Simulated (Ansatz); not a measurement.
# GaN with two functionals, isotropic strain +4.11 %

Consider GaN in the wurtzite structure (space group P6_3mc, No. 186; a = 3.219 Å, c = 5.244 Å).

(Cell as relaxed with PBE.)

Levels (all Ansatz, an electronic-structure program, PAW, earlier PAW set): PBE (420 eV, spin-orbit coupling left out); r2SCAN (500 eV, scalar-relativistic without spin-orbit coupling).

Each level relaxes its own structure.

| base | PBE | r2SCAN |
|---|---|---|
| volume per atom | 11.76 Å³ | 11.37 Å³ |
| lattice parameter a | 3.219 Å | 3.183 Å |
| band gap | 1.71 eV | 2.35 eV |

It is then changed as follows: every lattice vector is stretched by 4.11 %, atoms relaxed at fixed cell.

| quantity | PBE | r2SCAN |
|---|---|---|
| electron mass | 0.085 mₑ along c, 0.094 mₑ across (at Γ) | 0.12 mₑ along c, 0.13 mₑ across (at Γ) |
| energy relative to the base (free energy F) | +83 meV/atom | +93 meV/atom |
| pressure (mean of the normal stresses, compression positive) | -15.84 GPa | -18.22 GPa |

PBE's energy relative to the base lies 9.1 meV/atom below r2SCAN's; PBE's pressure lies 2.38 GPa above r2SCAN's. Neither level is exact; r2SCAN is the comparison here, not a measurement.

Effective masses come from finite differences of ±0.01 Å⁻¹. Stability against distortions was not tested.
